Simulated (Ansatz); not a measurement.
## TaN: pressure series

Consider TaN (space group P6/mmm, No. 191).

TaN is modelled in the hexagonal space group P6/mmm (No. 191), Pearson symbol hP6. Conventional cell: a = b = 5.202 Å, c = 2.906 Å, α = β = 90.00°, γ = 120.00°. Ta1 on 1a is coordinated by 6 N at 2.601 Å. Ta2 on 2d has 6 N at 2.090 Å (trigonal prismatic). N on 3f sees 4 Ta at 2.090 Å and 2 Ta at 2.601 Å (octahedral). (Neighbours: up to the widest gap in distance over summed covalent radii, below 1.35, at either atom; cation-cation and far metal-metal contacts left out.)

Cell and atoms are relaxed at each pressure.

Calculations: Ansatz (a quantum-chemistry and plane-wave program), PBEsol, PAW, cutoff 420 eV, no spin-orbit coupling.

| pressure (GPa) | volume per atom (Å³/atom) |
|---|---|
| -2 | 11.427 |
| -1 | 11.387 |
| 0 | 11.350 |
| 0.3 | 11.338 |
| 1.5 | 11.293 |
| 3 | 11.238 |
| 5 | 11.166 |
| 7.5 | ? |
| 10 | 10.998 |

Q: Fit the third-order Birch–Murnaghan form P(V) = (3B₀/2)[(V₀/V)^(7/3) − (V₀/V)^(5/3)]·[1 + (3/4)(B₀′ − 4)((V₀/V)^(2/3) − 1)] (squares taken in P) to the rows shown and predict the withheld row.

A: Least squares on the printed values gives V₀ = 11.349 Å³/atom, B₀ = 298 GPa, B₀′ = 4.2; this predicts 11.081 Å³/atom, and the run gives 11.080 Å³/atom, in agreement.

Load acts through the strain it causes; cell and atoms are relaxed under it. Whether these cells are dynamically stable was not tested. Competing high-pressure phases were not computed. All final runs are without spin polarisation. This is not the structure that TaN has at room temperature and ambient pressure.
